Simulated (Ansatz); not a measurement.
**PBE against r2SCAN: SnO2, isotropic strain +4.99 %**

The reference is SnO2 in the rutile structure (space group P4_2/mnm, No. 136; a = 4.828 Å, c = 3.238 Å).

(Cell as relaxed with PBE.)

Levels (all Ansatz, a quantum-chemistry and plane-wave program, PAW): PBE (420 eV, no spin-orbit coupling); r2SCAN (500 eV, without spin-orbit coupling).

Each level relaxes its own structure.

```json
[
 {"base": "volume per atom", "PBE": "12.58 Å³", "r2SCAN": "12.09 Å³"},
 {"base": "lattice parameter a", "PBE": "4.828 Å", "r2SCAN": "4.760 Å"}
]
```

Modification: every lattice vector is stretched by 4.99 %; the atoms relax in the strained cell.

| quantity | PBE | r2SCAN |
|---|---|---|
| energy relative to the base (free energy F) | +126 meV/atom | +148 meV/atom |
| largest internal atomic displacement | 0.034 Å | 0.031 Å |
| pressure (mean of the normal stresses, compression positive) | -17.5 GPa | -21.5 GPa |

PBE's energy relative to the base lies 22 meV/atom below r2SCAN's; PBE's pressure lies 3.94 GPa above r2SCAN's. Neither level is exact; r2SCAN is the comparison here, not a measurement.

No phonon test of stability was made. The final runs are not spin-polarised.
